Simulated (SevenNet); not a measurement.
Results of the machine-learned potential SevenNet-0 (trained on PBE and PBE+U data) for AlB2-type ZrB2.

Computed at the level's own relaxed cell.

```
CELL_PARAMETERS angstrom
      3.18121     0.00000     0.00000
     -1.59060     2.75500     0.00000
      0.00000     0.00000     3.54500
ATOMIC_POSITIONS crystal
  Zr 0.00000 0.00000 0.00000
  B  0.66667 0.33333 0.50000
  B  0.33333 0.66667 0.50000
```

**Question.** Give the elastic tensor (Voigt notation, GPa, ions relaxed, in the Cartesian axes of the cell as printed).

**Answer.** 
```
  379.3   180.2   148.8     0.0     0.0     0.0
  180.2   379.3   148.9     0.0     0.0     0.0
  148.8   148.9   352.6     0.0     0.0     0.0
    0.0     0.0     0.0    98.9     0.0     0.0
    0.0     0.0     0.0     0.0    98.9     0.0
    0.0     0.0     0.0     0.0     0.0    99.6
```

Measured, for comparison: elastic constant C11 568 GPa, elastic constant C12 57 GPa, elastic constant C33 441 GPa (room temperature, no zero-point or thermal correction; as tabulated in Zhang et al. (2020), arXiv:1911.03307). Computed less measured: elastic constant C11 -33 %, elastic constant C12 +216 %, elastic constant C33 -20 %.

A machine-learned potential is trained on density-functional data: it inherits that level's misses and adds fitting errors of its own.

Static lattice: no zero-point or thermal effects.
